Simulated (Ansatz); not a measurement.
We consider Pd₃AlB (model structure, started from the Ni3MgC type, Pm-3m, No. 221, 5 atoms in the cell), described by r²SCAN (plane waves, PAW; Ansatz, a quantum-chemistry and plane-wave program).

Settings: plane-wave cutoff 560 eV, 14×14×14 k mesh, Fermi–Dirac smearing 0.05 eV, scalar-relativistic PAW data made under PBE.

Cell (relaxed at this level):

```cif
data_AlBPd3
_chemical_formula_sum 'Al1 Pd3 B1'
_space_group_name_H-M_alt 'P 1'
_space_group_IT_number 1
_cell_length_a 4.12057
_cell_length_b 4.12057
_cell_length_c 4.12057
_cell_angle_alpha 90.000
_cell_angle_beta 90.000
_cell_angle_gamma 90.000
loop_
_space_group_symop_operation_xyz
  'x, y, z'
loop_
_atom_site_label
_atom_site_type_symbol
_atom_site_fract_x
_atom_site_fract_y
_atom_site_fract_z
_atom_site_occupancy
Al1 Al 0.00000 0.00000 0.00000 1
Pd1 Pd 0.00000 0.50000 0.50000 1
Pd2 Pd 0.50000 0.00000 0.50000 1
Pd3 Pd 0.50000 0.50000 0.00000 1
B1 B 0.50000 0.50000 0.50000 1
```

Estimate the bulk modulus that the calculation returns.


- bulk modulus = 174 GPa

The run finds no gap.

Note: the bulk modulus is −V dP/dV from two relaxed cells at ±2 % in volume; the relaxation could raise the start's symmetry but not lower it, so the cell can be a saddle point.

The computed numbers hold no vibrational or temperature effects.

The result took very roughly 5 core-minutes.

A model structure was made by putting elements into a prototype or built by hand; it is no filed structure, need not be a known phase, and can be a saddle point held by its symmetry.
